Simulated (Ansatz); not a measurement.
The structure below was relaxed with Kohn–Sham DFT with the PBE functional, run in Ansatz (an electronic-structure program) with PAW and 420 eV plane waves, no spin-orbit coupling, earlier PAW set.

```xyz
8
Lattice="7.1529 -2.1589 0.0000 7.1529 2.1589 0.0000 -1.2945 0.0000 7.3722" Properties=species:S:1:pos:R:3 pbc="T T T"
Sn     1.2970     0.0000     2.7678
Ge     7.8132     0.0000     6.4491
Sn     5.1886     0.0000     0.8766
Sn    11.7244     0.0000     4.6477
Ge     9.0633     0.0000     4.2505
Ge     2.5472     0.0000     0.3473
Ge    12.9679     0.0000     2.2986
Ge     5.3439     0.0000     6.0080
```

Problem. Find the space group and the Wyckoff positions.

Solution. Space group Cm (No. 8); a = 14.306 Å, b = 4.318 Å, c = 7.485 Å, α = γ = 90.00°, β = 99.96°

```tsv
atom	site	symmetry	x	y	z
Sn	2a	m	0.3754	0.5000	0.6246
Ge	2a	m	0.3747	0.0000	0.1252
Sn	2a	m	0.1265	0.5000	0.8811
Sn	2a	m	0.1234	0.0000	0.3696
Ge	2a	m	0.3143	0.0000	0.4234
Ge	2a	m	0.3177	0.5000	0.9529
Ge	2a	m	0.0653	0.0000	0.6882
Ge	2a	m	0.0527	0.5000	0.1850
```

Problem. Describe the coordination.

Solution. The crystal has 16 atoms in its conventional cell. Conventional cell: a = 14.3059 Å, b = 4.3178 Å, c = 7.4850 Å, α = γ = 90.00°, β = 99.96°. Sn1 sees 4 Ge at 2.676–2.724 Å (tetrahedral). Ge1 sees 4 Ge at 2.508–2.574 Å (tetrahedral). Sn2 has 4 Ge at 2.660–2.694 Å (tetrahedral). Sn3 is coordinated by 4 Ge at 2.658–2.691 Å (tetrahedral). Ge2 has 1 Ge at 2.529 Å and 3 Sn at 2.690 Å (tetrahedral). Ge3 has 2 Ge at 2.574 Å and 2 Sn at 2.694–2.724 Å (tetrahedral). Ge4 is coordinated by 4 Sn at 2.658–2.676 Å (tetrahedral). Ge5 sees 1 Ge at 2.508 Å and 3 Sn at 2.666–2.669 Å (tetrahedral). (Neighbours: up to the widest gap in distance over summed covalent radii, below 1.35, at either atom; cation-cation and far metal-metal contacts left out.)

These are small ordered cells, not random alloys; other orderings at the same x differ. Stability against distortions was not tested. The final runs are not spin-polarised. The cell was made from Ge by this change: x(Sn) = 0.375, 8 atoms, Cm.
